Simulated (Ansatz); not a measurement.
System: cubic perovskite CsCdF3. Method: B3LYP (VWN-RPA form) (Ansatz, a quantum-chemistry and plane-wave program, plane waves, PAW).

Run with plane-wave cutoff 460 eV, 6×6×6 k mesh, Fermi–Dirac smearing 0.01 eV, scalar-relativistic PAW data made under PBE.

The cell is scaled about its equilibrium volume:

```tsv
V (Å³/atom)	P (GPa)	direct gap at Γ (eV)	smallest gap on the k mesh (eV)
17.878	3.22	6.915	5.630
18.510	0.92	6.681	5.535
18.819	-0.04	6.571	5.489
19.290	-1.35	6.409	5.418
19.760	-2.47	6.254	5.347
```

The fundamental gap (5.49 eV at the equilibrium volume, on the SCF mesh) lies elsewhere than Γ–Γ.

Note: the relaxation could not lower the start's symmetry, so the cell can be a saddle point above a distorted one.

Spin–orbit coupling is not included.
